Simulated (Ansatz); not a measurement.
## A computed series for TiC: response to strain

Consider TiC in the rock salt structure (space group Fm-3m, No. 225; a = 4.3278 Å; relaxed with 0.1 eV smearing). Axes: x, y, z lie along the cube axes.

Strains are applied to the cell and any free atomic positions relax; under biaxial strain the out-of-plane vector relaxes too.

Level of theory: r2SCAN (Ansatz, a first-principles code; PAW; 500 eV plane waves; no SOC).

```json
[
 {"biaxial strain, plane normal [111], relaxed out of plane (%)": "0", "out-of-plane strain (%)": "0.00"},
 {"biaxial strain, plane normal [111], relaxed out of plane (%)": "0.42", "out-of-plane strain (%)": "-0.22"},
 {"biaxial strain, plane normal [111], relaxed out of plane (%)": "0.83", "out-of-plane strain (%)": "-0.44"},
 {"biaxial strain, plane normal [111], relaxed out of plane (%)": "1.25", "out-of-plane strain (%)": "?"},
 {"biaxial strain, plane normal [111], relaxed out of plane (%)": "1.67", "out-of-plane strain (%)": "-0.89"},
 {"biaxial strain, plane normal [111], relaxed out of plane (%)": "2.08", "out-of-plane strain (%)": "-1.10"},
 {"biaxial strain, plane normal [111], relaxed out of plane (%)": "2.5", "out-of-plane strain (%)": "-1.33"}
]
```

Q: Fit ε⊥ = −νε + γε² (strains in %) to the rows shown and predict the withheld row.

A: Least squares on the printed values gives ν = 0.53 (the biaxial Poisson response) and γ = -0.001 (largest residual 0.00 %); this predicts -0.66 %, and the run gives -0.66 %, in agreement.

Whether these cells are dynamically stable was not tested. The final runs are not spin-polarised.
